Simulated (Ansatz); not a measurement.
**Volume per atom of GaAs (model structure, within 0.1 Å of Fm-3m, No. 225, 8 atoms in the cell) at several levels of theory**

No measured value is used here.

```csv
level (code),value (Å³/atom)
PBE (Ansatz),19.60
PBEsol (Ansatz),18.65
PBE-D3(BJ) (Ansatz),(withheld)
```

What belongs in the gaps?


- PBE-D3(BJ) (Ansatz, a first-principles code), value (Å³/atom): 18.77

Ansatz's density-functional and Hartree–Fock values are scalar-relativistic unless marked +SOC, with PAW data made under PBE.

A model structure was made by putting elements into a prototype or built by hand; it is no filed structure, need not be a known phase, and can be a saddle point held by its symmetry.
